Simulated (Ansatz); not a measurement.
Start from MgS in the rock salt structure (space group Fm-3m, No. 225; a = 5.182 Å).

Levels (all Ansatz, a quantum-chemistry and plane-wave program, PAW): PBEsol (420 eV, scalar-relativistic without spin-orbit coupling); r2SCAN (500 eV, scalar-relativistic without spin-orbit coupling); HSE06 (420 eV, spin-orbit coupling left out).

At the geometry relaxed with PBEsol, these levels gave the following band gaps, in shuffled order: (a) 3.83 eV, (b) 3.49 eV, (c) 2.73 eV.

Q: Match each gap to its level.

A: (a) HSE06; (b) r2SCAN; (c) PBEsol.

Single points use the geometry relaxed with PBEsol. HSE06 was sampled on its mesh, a few special points and the semilocal edge points, so its gap is an upper bound. Whether these cells are dynamically stable was not tested.
